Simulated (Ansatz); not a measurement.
Start from Al2O3 (space group Cmc2_1, No. 36; a = 9.705 Å, b = 5.530 Å, c = 4.941 Å; a cell from a computed database, its experimental status unchecked). Axes: x, y, z lie along a, b, c of the conventional cell.

All numbers come from Ansatz (a program for electronic structure) PBEsol, no spin-orbit coupling.

One thing is altered: tensor shear ε_yz = +2.72 % (engineering shear γ = 0.0544), atoms relaxed at fixed cell.

Problem. Predict the stress tensor and what it implies for the stiffness.

Solution. Stress of the strained cell less that of the base (GPa, compression positive):
```
  -0.04    0.00    0.00
   0.00   -0.27   -3.30
   0.00   -3.30    0.27
```

Then −Δσ/γ with γ = 2ε = 0.0544 gives secant stiffness values (nonlinear terms included at this strain): C44 ≈ 61 GPa.

As a check, the harmonic strain energy −½ V₀ Δσ:ε is 7.4 meV/atom; the computed energy rise is 7.4 meV/atom.

Stability against distortions was not tested.
